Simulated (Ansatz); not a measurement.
Functionals compared on the (31-43) surface of hcp Mg in its 1x1 cell, outermost plane spacing 0.12 Å in the ideal cut, in Ansatz (plane waves, PAW). The structure was relaxed with PBE; the other rows are single points on it, each with its references at the same level. Cutoff 420 eV (500 eV for r2SCAN).

Model: 30-atom slab, 9.9 Å thick at the start (thin: gaps and levels are the slab's own), 7x4x1 mesh, Fermi-Dirac 0.1 eV, dipole correction, all atoms relaxed; symmetry of the start imposed; no spin, no spin-orbit, no U. These notes are the PBE run's.

| functional | surface energy (J/m²) | work function of the top face (eV) | rough cost of the single point |
|---|---|---|---|
| PBE | 0.71 | 3.61 | – |
| LDA | 0.80 | 3.74 | around 4 core-minutes (rough) |
| PBEsol | ? | ? | very roughly 4 core-minutes |
| RPBE | 0.66 | 3.54 | very roughly 4 core-minutes |
| r2SCAN | 0.80 | 3.67 | about 8 core-minutes (a rough figure) |

Problem. What belongs in the gaps?

Solution. 
- PBEsol, surface energy (J/m²): 0.79
- PBEsol, work function of the top face (eV): 3.65

Ansatz is an electronic-structure program.
